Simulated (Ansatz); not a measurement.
Input:

```
CELL_PARAMETERS angstrom
      4.73111     0.00000     0.00000
      0.00000     5.08397     0.00000
      0.00000     0.00000     5.63936
ATOMIC_POSITIONS crystal
  Zr 0.00000 0.50000 0.42195
  Zr 0.50000 0.00000 0.57805
  Ti 0.00000 0.00000 0.07002
  Ti 0.50000 0.50000 0.92998
  O  0.73662 0.17672 0.87577
  O  0.26338 0.82328 0.87577
  O  0.23662 0.32328 0.12423
  O  0.76338 0.67672 0.12423
  O  0.28296 0.33980 0.64884
  O  0.71704 0.66020 0.64884
  O  0.78296 0.16020 0.35116
  O  0.21704 0.83980 0.35116
```

No spin polarisation.

All numbers come from DFT with PBEsol, PAW potentials and a 420 eV plane-wave cutoff in Ansatz (a first-principles code), spin-orbit coupling left out. Γ-centred 6×5×5 mesh, Fermi–Dirac width 0.05 eV.

**Question.** Predict the valence-band top at Γ, width of the top valence band, band gap and gap character.

**Answer.** The valence-band top at Γ (three highest levels, from the VBM) is 0.00, -0.04, -0.31 eV and the width of the top valence band is 0.72 eV. The band gap is 2.76 eV and the gap character comes out as direct at Γ.

Load acts through the strain it causes; cell and atoms are relaxed under it. Stability against distortions was not tested. The final runs are not spin-polarised. The cell was made from ZrTiO4 (space group P2_12_12, No. 18; a cell from a computed database, its experimental status unchecked) by this change: pressure −1 GPa.
